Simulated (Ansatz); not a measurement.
**SiO2: stress against strain**

SiO2 (rutile, P4_2/mnm, 7.657 Å³/atom and stress up to 0.01 GPa in the relaxed cell, c along z) under an equal strain ε in the (001) plane with the normal axis free, as in a coherent film. LDA in Ansatz, a plane-wave DFT program (PAW, default set), 420 eV, 8×8×12 Γ-centred mesh, Fermi-Dirac smearing 0.05 eV; ions are relaxed, or left where forces stay under 0.02 eV/Å, within the symmetry of each cell. Stress is positive for a compressed cell.

Here s stands for strain and y for stress xx.

```
strain (%)  stress xx (GPa)
----------  ---------------
-3.00                     ?
-1.20                  7.38
-0.60                  3.55
0.00                  -0.01
0.60                  -3.30
1.20                  -6.34
```

Task: Fit y against s with a straight line, and predict the withheld value at s = -3.00.

Result: Means: s 0, y 0.256. About the means, the sum of products is -20.574 and the sum of squares of s is 3.6000; the slope is their ratio. Least squares gives y = 0.256 - 5.7150·s. Residuals (row less fit): 0.266, -0.135, -0.266, -0.127, 0.262; standard error 0.285 (degrees of freedom: 3). The slope gives the biaxial elastic modulus of this plane = 572 ± 15 GPa (± standard error of the fit, which holds the terms cut off). At the withheld row, y = 0.256 - 5.7150 × (-3.0) = 17.401 GPa. The calculation gives 20.36 GPa, 2.959 GPa above the prediction (11.1 % of the range of y in the table). The row lies outside the fitted rows, so this is an extrapolation. From the scatter of the fitted rows alone, a prediction at this place has a standard error of 0.549 GPa, so the miss is 5.4 times that.

A polynomial of degree 2 through the 10 other runs of the series gives 20.39 there, so most of the miss is curvature that the fit leaves out. SiO2 is here stishovite, a high-pressure form. Rows are the converged runs of the series near zero and its far end; series whose fitted rows scatter by over a few per cent of the range, as at a crossing or softening among them, aren't shown in this form, nor equations of state whose B0' disagrees with the runs' pressures. Most that stay on the fit to the last digits aren't either.
